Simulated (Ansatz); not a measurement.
Bond-angle distributions (per cent of the angles at each element, bins of 10°) of a relaxed model of amorphous silicon oxynitride (Si$_{24}$O$_{36}$N$_{8}$) at 2.37 g/cm³. Level of theory: PBE, scalar-relativistic without spin-orbit coupling (plane waves to 420 eV, PAW; Ansatz, a first-principles code).

The cell was made by melting and quenching with the CHGNet potential and then relaxed with DFT. O and N atoms were pushed apart under 1.9 Å during the dynamics, to hinder bonds among them. The hot cell started wider than the set density and was brought back towards it in steps. It is the lowest in DFT energy of 2 quenches. It is a model cell: composition and starting density were chosen by hand, and all elements were melted together. No dispersion term was used. Its density started from a set value of 2.36 and ended at 2.37 g/cm³. The quench (nominally 300 K/ps over its main leg) was far faster than any real one, so the model tends to hold more defects than a real film. One small periodic cell is one sample of the glass; other quenches scatter about these values. The volume was free in the relaxation, at fixed shape. Stress components on the final sampling reach 2.9 GPa.

Cut-offs for bonds: Si-Si 2.60 Å, Si-O 1.90 Å, Si-N 2.00 Å, O-O 1.58 Å, O-N 1.64 Å, N-N 1.70 Å. Two cations that share two anions don't count as bonded, nor two that share one unless they lie closer than Si-Si 2.38 Å.

```json
[
 {"angle (°)": "50-60", "at Si": "0", "at O": "0"},
 {"angle (°)": "60-70", "at Si": "0", "at O": "0"},
 {"angle (°)": "70-80", "at Si": "0", "at O": "0"},
 {"angle (°)": "80-90", "at Si": "3", "at O": "6"},
 {"angle (°)": "90-100", "at Si": "10", "at O": "3"},
 {"angle (°)": "100-110", "at Si": "42", "at O": "0"},
 {"angle (°)": "110-120", "at Si": "33", "at O": "6"},
 {"angle (°)": "120-130", "at Si": "9", "at O": "8"},
 {"angle (°)": "130-140", "at Si": "1", "at O": "8"},
 {"angle (°)": "140-150", "at Si": "1", "at O": "31"},
 {"angle (°)": "150-160", "at Si": "0", "at O": "31"},
 {"angle (°)": "160-170", "at Si": "0", "at O": "8"},
 {"angle (°)": "170-180", "at Si": "0", "at O": "0"}
]
```

They go with these counts of neighbours within the cut-offs, cation contacts included: Si mean 4.0, most often 4; O mean 2.0, most often 2.
